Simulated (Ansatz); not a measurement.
Ansatz (an electronic-structure program) run on CaC2 (C2/m, 6 atoms in the cell): dielectric-response calculation.

Computed with LDA (PW92), default PAW files made with PBE (plane waves; Ansatz).

```xyz
6
Lattice="3.5896 -1.9210 0.0000 3.5896 1.9210 0.0000 -2.1707 0.0000 7.1142" Properties=species:S:1:pos:R:3 pbc="T T T"
Ca     4.0891     0.0000     5.3606
Ca     0.9194     0.0000     1.7536
C     -0.6562     0.0000     4.0146
C      5.6648     0.0000     3.0996
C      3.1176     0.0000     0.4144
C      1.8910     0.0000     6.6998
```

Reference input (self-consistent single point, DFT, LDA (PW92), plane waves, default PAW files made with PBE): basis.ecutwfc = 420 eV; kpoints.mp_grid.grid = 7 7 4; hamiltonian.xc = lda; hamiltonian.pseudopotentials = {kind: paw} (the program's default PAW files); scf.occupations.method = fixed. This run's input differs from it in these lines:

Ansatz 0.2 input:
```diff
@@ -16,3 +16,3 @@
 kpoints:
-  mp_grid: { grid: [7, 7, 4] }
+  mp_grid: { grid: [8, 8, 4], shift: [0.5, 0.5, 0.5] }
 hamiltonian:
@@ -22,6 +22,4 @@
   occupations: { method: fixed }
-output:
-  forces: true
-  eigenvalues: true
-  stress: true
+dielectric:
+  field_mesh: kpoints
```

The program printed (abridged):

```
SCF iter   1: F=—  HF=-4516.589614 eV  |F-HF|=—  |Δ(HF+E_count)|=         —  Δρ=7.11e-3  dr2=5.35e-2  ethr=1.77e-3  ⟨swp⟩=4.1  Hψ=12583  notcnv=0  defer=415
all-band conjugate gradients solve this SCF's bands
preconditioner: auto → Resta (q_TF=auto, 2.308 Å⁻¹)
SCF iter   2: F=—  HF=-4516.573696 eV  |F-HF|=—  |Δ(HF+E_count)|=   1.59e-2  Δρ=3.40e-3  dr2=9.11e-3  ethr=1.49e-4  ⟨swp⟩=2.1  Hψ=5045  notcnv=0  defer=511
   [... lines left out ...]
SCF iter   6: F=—  HF=-4516.570850 eV  |F-HF|=—  |Δ(HF+E_count)|=   1.11e-6  Δρ=1.21e-5  dr2=2.05e-7  ethr=3.25e-9  ⟨swp⟩=2.0  Hψ=4022  notcnv=0  defer=246
SCF iter   7: F=—  HF=-4516.570850 eV  |F-HF|=—  |Δ(HF+E_count)|=   3.29e-8  Δρ=1.88e-6  dr2=2.88e-9  ethr=5.70e-10  ⟨swp⟩=2.0  Hψ=3989  notcnv=0  defer=246
SCF iter   8: F=—  HF=-4516.570850 eV  |F-HF|=—  |Δ(HF+E_count)|=   1.51e-9  Δρ=3.81e-7  dr2=1.06e-10  ethr=8.01e-12  ⟨swp⟩=2.9  Hψ=5317  notcnv=0  defer=247
SCF iter   9: F=-4516.570850 eV  HF=-4516.570850 eV  |F-HF|=1.82e-12  |Δ(HF+E_count)|=  3.64e-12  Δρ=8.40e-8  dr2=5.35e-12  ethr=1.00e-12  ⟨swp⟩=10.7  Hψ=16183  notcnv=0
SCF 1 converged in 9 iterations: F = -4516.570850 eV  dr2 = 5.35e-12
DFPT response loops at Γ: preconditioner auto → Resta (q_TF=auto, 2.308 Å⁻¹)  ε∞=5.1 (no band partly filled) …
Free energy (F): -4516.570850 eV
Internal energy: -4516.570850 eV  (E = F + TS)
E sigma→0 (E₀):  -4516.570850 eV
Fermi energy:    3.881936 eV
--- Dielectric response (ions clamped): 3 representative field directions + reference, on 128 of 256 k-points (Σ response iterations 28) ---
  k mesh reduced under 1 symmetry operation, with k and −k counted as one. Each operation leaves every solved perturbation unchanged …
   [... lines left out ...]
        -0.00000   -1.17497    0.00000
        -0.05775    0.00000   -1.16331
    site 5:
        -1.07257   -0.00000   -0.11574
        -0.00000   -1.17497    0.00000
        -0.05775    0.00000   -1.16331
  Z* charge neutrality: 1.246e-5 e pre-enforcement
  k-mesh period / interband length: 32.6 Å / 1.49 Å = 21.89 at k = (0.0625, 0.4375, 0.3750), direct gap 2.785 eV — 14 or more, which is no proof of convergence
```

The run converged in 9 iterations. 

Summary of the result:
* **Free energy E − TS (on the zero of these files)**: -4516.5709 eV
* **Top of the valence band (on the code's own zero)**: 3.88 eV
* **Gap on the k-point mesh**: 2.32 eV
* **ε∞ at this k-point mesh, which may be far from converged in small-gap cells (xx, yy, zz)**: 4.18, 3.62, 4.11
* **Born charges at this mesh (mean of the diagonal, e)**: Ca 2.30, Ca 2.30, C -1.16, C -1.16, C -1.14, C -1.14

The starting cell comes from a database of computed structures (which also holds hypothetical and non-ambient phases and stackings), without a prior relaxation at this level. Its lattice was rescaled by up to half a per cent. The shifted mesh does not hold Γ, so a gap read on it misses any band edge there.

Cost on one core of a shared machine: roughly 2 min.
